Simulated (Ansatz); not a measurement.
Take LiBH$_{4}$ (space group P6_3mc, No. 186; a = 4.186 Å, c = 7.230 Å; a cell from a computed database, its experimental status unchecked) as the base. Axes: x lies along a and z along c of the hexagonal cell.

Method: r2SCAN, PAW, 500 eV (Ansatz, a first-principles code; scalar-relativistic without spin-orbit coupling).

The change: the cell is scaled by 0.9892 in all directions; the atoms relax in the strained cell.

Problem. Predict the stress tensor and what it implies for the stiffness.

Solution. Stress of the strained cell less that of the base (GPa, compression positive):
```
   0.79    0.00    0.00
   0.00    0.79    0.00
   0.00    0.00    0.40
```

Then B = −ΔP/(ΔV/V₀) with ΔV/V₀ = -0.0321 gives secant stiffness values (nonlinear terms included at this strain): B (at held cell shape, above the free-shape value) ≈ 21 GPa.

Stability against distortions was not tested.
